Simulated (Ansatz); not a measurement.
The starting structures come from a database of crystals and need not be the phases stable at ambient conditions.

 Where the default PAW files enter, the runs use the earlier of Ansatz's two default sets.

Inside the gap of an insulator the Bloch states are evanescent, with a wavenumber k + iκ along the transport direction.

Data:

```xyz
4
Lattice="6.5376 0.0000 0.0000 0.0000 6.5376 0.0000 3.2688 -3.2688 4.6228" Properties=species:S:1:pos:R:3 pbc="T T T"
Cs     3.2688     0.0000     2.3114
Cs     6.5376     3.2688     2.3114
Cs     3.2688     3.2688     0.0000
Sb     0.0000     0.0000     0.0000
```

Space group of this cell: Fm-3m. The cell is taken as given.

Transport runs along the normal of the first two printed cell vectors, the (001) plane of the conventional cell.

No gap correction and no spin-orbit coupling; mid-gap values are interpolated between computed energies.

Question: Estimate the band gap and the smallest decay constant κ at mid-gap that r2SCAN in Ansatz (a program for electronic structure) returns for this system.

Answer: Gap 1.24 eV on a 8×8×8 mesh; κ = 0.133 1/Å, at the zone centre.
